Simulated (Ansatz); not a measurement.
## V: pressure series

The parent structure is V in the bcc (W type) structure (space group Im-3m, No. 229).

```
CELL_PARAMETERS angstrom
     -1.47934     1.47934     1.47934
      1.47934    -1.47934     1.47934
      1.47934     1.47934    -1.47934
ATOMIC_POSITIONS crystal
  V  0.00000 0.00000 0.00000
```

Cell and atoms are relaxed at each pressure.

Calculations: PBEsol (Ansatz, a quantum-chemistry and plane-wave program, PAW, without spin-orbit coupling).

Two rows of this table had their results exchanged by mistake.

```tsv
pressure	volume per atom (Å³)	shortest distance (Å)	band gap
pressure −2 GPa	13.09	2.571	zero
pressure −1 GPa	13.02	2.567	zero
pressure 0.9 GPa	12.89	2.558	zero
pressure 2.1 GPa	12.11	2.505	zero
pressure 4.5 GPa	12.67	2.544	zero
pressure 9 GPa	12.41	2.526	zero
pressure 15 GPa	12.82	2.553	zero
pressure 22.5 GPa	11.77	2.482	zero
pressure 30 GPa	11.47	2.460	zero
```

Problem. Which two?

Solution. The rows for pressure 2.1 GPa and pressure 15 GPa: the volume has to fall steadily with pressure, so 12.82 Å³ belongs to pressure 2.1 GPa and 12.11 Å³ to pressure 15 GPa.

Load acts through the strain it causes; cell and atoms are relaxed under it. Stability against distortions was not tested. No other phases were tried under pressure. Starting moments died away, wholly or in part, for the base; another magnetic solution may exist. All final runs are without spin polarisation.
